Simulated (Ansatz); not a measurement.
## A computed series for TaN: pressure series

Take TaN in the rock salt structure (space group Fm-3m, No. 225) as the base.

```yaml
crystal:
  lattice:
    - [0.00000, 2.19815, 2.19815]
    - [2.19815, 0.00000, 2.19815]
    - [2.19815, 2.19815, 0.00000]
  atoms:
    - { symbol: N, position: [0.00000, 0.00000, 0.00000] }
    - { symbol: Ta, position: [0.50000, 0.50000, 0.50000] }
```

Cell and atoms are relaxed at each pressure.

The values are results of plane-wave PAW DFT at the r2SCAN level (Ansatz, an electronic-structure program, 500 eV), no spin-orbit coupling, not measurements.

Notes on the quantities. enthalpy: H = E + PV relative to the base's energy.

```json
[
 {"case": "base", "density": "15.24 g/cm³", "shortest interatomic distance": "219.8 pm", "enthalpy": "–"},
 {"case": "pressure −2 GPa", "density": "15.15 g/cm³", "shortest interatomic distance": "220.2 pm", "enthalpy": "-0.13 eV/atom"},
 {"case": "pressure −1 GPa", "density": "15.20 g/cm³", "shortest interatomic distance": "220.0 pm", "enthalpy": "-0.07 eV/atom"},
 {"case": "pressure 1.8 GPa", "density": "15.32 g/cm³", "shortest interatomic distance": "219.4 pm", "enthalpy": "+0.12 eV/atom"},
 {"case": "pressure 4.2 GPa", "density": "15.42 g/cm³", "shortest interatomic distance": "219.0 pm", "enthalpy": "+0.28 eV/atom"},
 {"case": "pressure 9 GPa", "density": "15.61 g/cm³", "shortest interatomic distance": "218.0 pm", "enthalpy": "+0.59 eV/atom"},
 {"case": "pressure 18 GPa", "density": "15.96 g/cm³", "shortest interatomic distance": "216.5 pm", "enthalpy": "+1.17 eV/atom"},
 {"case": "pressure 30 GPa", "density": "16.39 g/cm³", "shortest interatomic distance": "214.5 pm", "enthalpy": "+1.91 eV/atom"},
 {"case": "pressure 45 GPa", "density": "16.88 g/cm³", "shortest interatomic distance": "212.4 pm", "enthalpy": "+2.83 eV/atom"},
 {"case": "pressure 60 GPa", "density": "17.34 g/cm³", "shortest interatomic distance": "210.6 pm", "enthalpy": "+3.71 eV/atom"}
]
```

Load acts through the strain it causes; cell and atoms are relaxed under it. Stability against distortions was not tested. No other phases were tried under pressure. All final runs are without spin polarisation. This is not the structure that TaN has at room temperature and ambient pressure.
